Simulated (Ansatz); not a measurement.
Effect of uniaxial strain ε_yy = −0.17 % on hypothetical CsCl type TiAs

The parent structure is TiAs in the CsCl type structure (space group Pm-3m, No. 221; a = 3.1839 Å; a hypothetical phase, not in the database extracts checked; relaxed with 0.1 eV smearing). Axes: x, y, z lie along the cube axes.

The change: uniaxial strain ε_yy = −0.17 %, all other strain components held at zero; the atoms relax in the strained cell.

Calculations: Kohn–Sham DFT with the r2SCAN functional, run in Ansatz (a program for electronic structure) with PAW and 500 eV plane waves, no spin-orbit coupling. k-mesh 18×18×18 (Γ-centred); smearing 0.1 eV (Fermi–Dirac).

Volume per atom: 16.11 Å³ (base 16.14 Å³)
Shortest interatomic distance: 5.208 bohr (base 5.211 bohr)
Energy relative to the base (free energy F): 0.0 meV/atom
Pressure (mean of the normal stresses, compression positive): 0.2 GPa (base 0.0 GPa)
Band gap: zero (base zero)
Stress (xx, yy, zz, yz, xz, xy; compression positive): (0.2, 0.2, 0.2, 0.0, 0.0, 0.0) GPa

Stability against distortions was not tested. All final runs are without spin polarisation. An odd electron count without spin: TiAs. TiAs has a high density of states at the Fermi level and may be magnetic at this level.
